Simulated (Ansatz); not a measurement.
Start from SiO2 in the rutile structure (space group P4_2/mnm, No. 136; a = 4.236 Å, c = 2.690 Å).

Computed with Ansatz (an electronic-structure program) PBE, no spin-orbit coupling, earlier PAW set.

Base values:

```
Quantity        Value
---------  ----------
Band gap      5.05 eV
c/a ratio       0.635
Density    4.13 g/cm³
```

Modification: every Si is replaced by Sn; the structure is relaxed again.

**Question.** How does this affect the band gap?

**Answer.** The band gap drops by 4.37 eV, from 5.05 eV to 0.68 eV.

**Question.** What does the calculation give for the c/a ratio after the change?

**Answer.** The c/a ratio goes up by 0.036 to 0.671.

**Question.** What does the calculation give for the density after the change?

**Answer.** The density goes up by 2.50 g/cm³ (4.13 g/cm³ → 6.63 g/cm³).

Whether these cells are dynamically stable was not tested.
